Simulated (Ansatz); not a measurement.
**Short convergence ladders for a (100) slab of YSi2Rh3 (cut from a parent of space group no. 191; 12 atoms in the cell)**

```
CELL_PARAMETERS angstrom
      5.45552     0.00000     0.00000
      0.00000     3.59293     0.00000
      0.00000     0.00000    21.87439
ATOMIC_POSITIONS crystal
  Y  0.60567 0.00000 0.46400
  Si 0.10567 0.00000 0.39201
  Si 0.60567 0.00000 0.32001
  Rh 0.10567 0.50000 0.46400
  Rh 0.85567 0.50000 0.35601
  Rh 0.35567 0.50000 0.35601
  Y  0.10567 0.00000 0.67999
  Si 0.60567 0.00000 0.60799
  Si 0.10567 0.00000 0.53600
  Rh 0.60567 0.50000 0.67999
  Rh 0.35567 0.50000 0.57200
  Rh 0.85567 0.50000 0.57200
```

Base method: PBEsol, default PAW files made with PBE (plane waves; Ansatz, a quantum-chemistry and plane-wave program).

Base settings: basis.ecutwfc = 420 eV; kpoints.mp_grid.grid = 3 5 1; hamiltonian.xc = pbesol; hamiltonian.pseudopotentials = {kind: paw} (the program's default PAW files); scf.occupations.method = fermi_dirac; scf.occupations.width = 0.1 eV.

The count of work is k-points × plane waves × bands × iterations; it is no time. Core times come from one kind of shared machine, to one figure; runs under 30 s give none.

**The vacuum**

The mesh stays at the base's, so the ladder's end is converged at best in this setting alone.

Only quantities that move along the ladder and can be compared are tabulated.

```tsv
vacuum between outermost atoms (Å)	free energy less the last step's (meV/atom)	largest difference of a force vector from the last step's (eV/Å)	count of work / last
3.0	-143.85	1.569	0.26
4.0	-37.45	0.658	0.28
5.0	-8.32	0.178	0.34
6.0	-2.10	0.036	0.37
7.0	-0.85	0.014	0.39
8.0	-0.50	0.010	0.42
10.0	-0.28	0.006	0.47
12.0	-0.19	0.004	0.52
14.0	-0.13	0.003	0.58
17.0	-0.08	0.002	0.66
20.0	-0.05	0.001	0.74
25.0	-0.02	0.001	0.87
30.0	0.00	0.000	1.0
```

Smallest vacuum between outermost atoms (Å) that holds the forces within 0.02 eV/Å of the last step, with all finer ones: 7.0, at 0.39 of the last step's count of work; the step before is off by 0.036 eV/Å.

Smallest vacuum between outermost atoms (Å) that holds the free energy within 1 meV/atom of the last step, with all finer ones: 7.0, at 0.39 of the last step's count of work; the step before is off by 2.1 meV/atom.

**The k-point mesh**

Only quantities that move along the ladder and can be compared are tabulated.

```csv
kpoints.mp_grid.grid,free energy less the last step's (meV/atom),largest difference of a force vector from the last step's (eV/Å),count of work / last,core time / last (rough)
1 2 1,124.53,1.444,0.020,–
2 2 1,-77.82,1.273,0.037,–
2 3 1,56.31,0.633,0.031,–
3 4 1,-17.10,0.398,0.047,–
3 5 1,0.73,0.193,0.047,–
4 6 1,6.59,0.101,0.093,–
5 7 1,-3.53,0.054,0.093,0.06
5 8 1,0.09,0.072,0.12,0.07
6 9 1,1.85,0.032,0.14,0.09
7 11 1,-0.49,0.039,0.19,0.1
8 13 1,-0.12,0.019,0.27,0.2
10 15 1,0.24,0.007,0.34,0.2
11 17 1,-0.05,0.014,0.42,0.2
13 20 1,-0.01,0.011,0.60,0.3
16 24 1,0.00,0.000,1.0,1
```

Coarsest kpoints.mp_grid.grid that holds the free energy within 2 meV/atom of the last step, with all finer ones: 5 8 1, at 0.12 of the last step's count of work and about 0.07 of the last step's time; the step before is off by 3.5 meV/atom.

Coarsest kpoints.mp_grid.grid that holds the forces within 0.01 eV/Å: not settled: the last two steps still differ by 0.011 eV/Å, over half the tolerance, so the ladder does not show it.

On the base run: the starting cell comes from a database of computed structures (which also holds hypothetical and non-ambient phases and stackings), without a prior relaxation at this level. The slab is cut from that crystal, and its faces are unrelaxed. Its lattice was rescaled by up to half a per cent. Spin polarisation is off. The two faces of this cut differ, and no dipole correction was used. In the base run, forces exceed 1 eV/Å. Without a gap this mesh is coarse (it stands for a supercell whose shortest in-plane vector is 16 Å).

Left out of this page: 1 run of the series outside the window shown, repeating another row's setting, or not comparable.

Keys are those of Ansatz 0.2.
